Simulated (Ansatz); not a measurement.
**Zn2SnO4 (model structure, started from the TiZn2O4 type, P4₁22, No. 91, 28 atoms in the cell)**

The numbers are results of PBEsol (Ansatz, a program for electronic structure, plane waves, PAW), not measurements.

Numerical settings: plane-wave cutoff 520 eV, 6×6×4 k mesh (along the axes of the cell as run), Fermi–Dirac smearing 0.01 eV, scalar-relativistic PAW data made under PBE.

Cell (relaxed with PBEsol):

```cif
data_O16Sn4Zn8
_chemical_formula_sum 'Sn4 Zn8 O16'
_space_group_name_H-M_alt 'P 1'
_space_group_IT_number 1
_cell_length_a 6.13238
_cell_length_b 6.13238
_cell_length_c 8.61968
_cell_angle_alpha 90.000
_cell_angle_beta 90.000
_cell_angle_gamma 90.000
loop_
_space_group_symop_operation_xyz
  'x, y, z'
loop_
_atom_site_label
_atom_site_type_symbol
_atom_site_fract_x
_atom_site_fract_y
_atom_site_fract_z
_atom_site_occupancy
Sn1 Sn 0.50000 0.23319 0.00000 1
Sn2 Sn 0.76681 0.50000 0.25000 1
Sn3 Sn 0.50000 0.76681 0.50000 1
Sn4 Sn 0.23319 0.50000 0.75000 1
Zn1 Zn 0.25424 0.25424 0.37500 1
Zn2 Zn 0.74576 0.25424 0.62500 1
Zn3 Zn 0.74576 0.74576 0.87500 1
Zn4 Zn 0.25424 0.74576 0.12500 1
Zn5 Zn 0.00000 0.22467 0.00000 1
Zn6 Zn 0.77533 0.00000 0.25000 1
Zn7 Zn 0.00000 0.77533 0.50000 1
Zn8 Zn 0.22467 0.00000 0.75000 1
O1 O 0.99112 0.74560 0.25643 1
O2 O 0.25440 0.99112 0.50643 1
O3 O 0.00888 0.25440 0.75643 1
O4 O 0.74560 0.00888 0.00643 1
O5 O 0.99112 0.25440 0.24357 1
O6 O 0.25440 0.00888 0.99357 1
O7 O 0.00888 0.74560 0.74357 1
O8 O 0.74560 0.99112 0.49357 1
O9 O 0.52255 0.25625 0.24085 1
O10 O 0.74375 0.52255 0.49085 1
O11 O 0.47745 0.74375 0.74085 1
O12 O 0.25625 0.47745 0.99085 1
O13 O 0.52255 0.74375 0.25915 1
O14 O 0.74375 0.47745 0.00915 1
O15 O 0.47745 0.25625 0.75915 1
O16 O 0.25625 0.52255 0.50915 1
```

```yaml
band_gap: 1.33 eV
```

Note: the relaxation could raise the start's symmetry but not lower it, so the cell can be a saddle point.

Spin–orbit coupling is not included.

Computed values are for the static lattice.

A model structure was made by putting elements into a prototype or built by hand; it is no filed structure, need not be a known phase, and can be a saddle point held by its symmetry.
